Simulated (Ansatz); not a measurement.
RbLuSe2 (R-3m), PBEsol, rigid bands (Ansatz, a first-principles code): N_c = 3.61e19 cm⁻³ at 300 K and an electron conductivity mass of 0.415 mₑ along x (a = (2.05, 1.18, 7.85) Å; b = (-2.05, 1.18, 7.85) Å; c = (0.00, -2.36, 7.85) Å).

Question: For 1e17 electrons per cm³ at 300 K, place the Fermi level, estimate the Seebeck coefficient of a parabolic band with constant τ, and give mobility and conductivity for τ = 10 fs.

Answer: The level lies k_BT ln(N_c/n) = 0.152 eV below the conduction-band minimum. S ≈ −(k_B/e)[ln(N_c/n) + 5/2] = -723 μV/K, against -722 μV/K from the full bands (mean over directions). μ = eτ/m = 42.4 cm²/(V·s) and σ = neμ = 0.679 S/cm. τ is assumed, not computed.

Band transport and this doping are assumed; polarons and phonon drag are left out. Spin-orbit coupling is left out.

Formula and space group known from diffraction (Crystallography Open Database), not checked to be the room-temperature form: RbLuSe2 (R-3m).
